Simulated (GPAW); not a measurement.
# One base run on NdBRh3 (Pm-3m, 5 atoms in the cell) and variants with one or two settings moved

```yaml
crystal:
  lattice:
    - [4.23315, 0.00000, 0.00000]
    - [0.00000, 4.23315, 0.00000]
    - [0.00000, 0.00000, 4.23315]
  atoms:
    - { symbol: Nd, position: [0.00000, 0.00000, 0.00000], spin: 3.0 }
    - { symbol: B, position: [0.50000, 0.50000, 0.50000] }
    - { symbol: Rh, position: [0.00000, 0.50000, 0.50000], spin: 1.0 }
    - { symbol: Rh, position: [0.50000, 0.00000, 0.50000], spin: 1.0 }
    - { symbol: Rh, position: [0.50000, 0.50000, 0.00000], spin: 1.0 }
```
(The spins are starting values, not results.)

Base run A: LDA (Perdew-Wang 92), GPAW PAW datasets LDA (gpaw-data 1.0.1) run with GPAW, self-consistent single point.

Its settings: spinpol = true; mode = pw; ecut = 900 eV; xc = LDA; kpts = 4 4 4; mesh shift (steps) = 0 0 0; occupations.name = fermi-dirac; occupations.width = 0.136 eV; nbands = -11; symmetry.symmorphic = false; symmetry.tolerance = 0.0005; maxiter = 100.

The starting cell comes from a database of computed structures (which also holds hypothetical and non-ambient phases and stackings), without a prior relaxation at this level. Spin-orbit coupling is off. The starting moments vanished: the run ended non-magnetic, which need not be the lowest state. The f electrons are in the valence without U or exact exchange, which can misplace them near the Fermi level. Spin-orbit terms, which matter for f shells, are left out. Without a gap this mesh is coarse (it stands for a supercell whose shortest vector is 17 Å).

ΔF is the free energy per atom less that of run A. A dash stands where there is no value to compare (another energy zero or no entropy term, no result, no spin, no clean gap, or a mesh too coarse for one). 

Run A gave: ending converged.

Runs:
- B: convergence.energy: default → 2e-05 eV/electron; convergence.density: default → 0.0002 e/electron; convergence.eigenstates: default → 2e-09
- C: occupations.name: fermi-dirac → improved-tetrahedron-method; occupations.width: 0.136 eV → default
- D: nbands: -11 → -16
- E: kpts: 4 4 4 → 5 5 5; occupations.width: 0.136 eV → 0.3 eV
- F: ecut: 900 eV → 720 eV
- G: mixer.beta: default → 0.4
- H: eigensolver: default → cg
- I: mixer.beta: default → 0.05; mixer.weight: default → 200

Question: What does run F change against A?

Answer: The free energy rises by 2.3 meV/atom.

Question: What does run E change against A?

Answer: The free energy drops by 261 meV/atom.

| run | ΔF (meV/atom) | ending |
|---|---|---|
| A | 0.00 | converged |
| B | 0.00 | converged |
| C | – | not converged |
| D | 0.00 | converged |
| E | -261.5 | converged |
| F | 2.3 | converged |
| G | 0.00 | converged |
| H | 0.00 | converged |
| I | 0.00 | converged |
